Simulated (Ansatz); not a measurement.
Consider Pb in the fcc (Cu type) structure (space group Fm-3m, No. 225; a = 4.9341 Å; relaxed with 0.1 eV smearing). Axes: x, y, z lie along the cube axes.

Level of theory: PBEsol in Ansatz (plane waves to 420 eV, PAW, scalar-relativistic without spin-orbit coupling).

Base values:

- Shortest interatomic distance: 3.489 Å
- Pressure: 0.0 GPa

One thing is altered: a pure shear with ε_xy = ε_yx = 0.0200, atoms relaxed at fixed cell.

Q: What happens to the energy relative to the base?

A: The energy increases by 3.0 meV/atom.

Q: What does the calculation give for the shortest interatomic distance after the change?

A: The shortest interatomic distance drops by 0.070 Å (3.489 Å → 3.419 Å).

Q: What happens to the pressure?

A: The pressure (mean of the normal stresses, compression positive) hardly moves (0.0 GPa against 0.1 GPa).

The cells carry an imposed strain or load. No phonon test of stability was made.

Ansatz is a quantum-chemistry and plane-wave program.
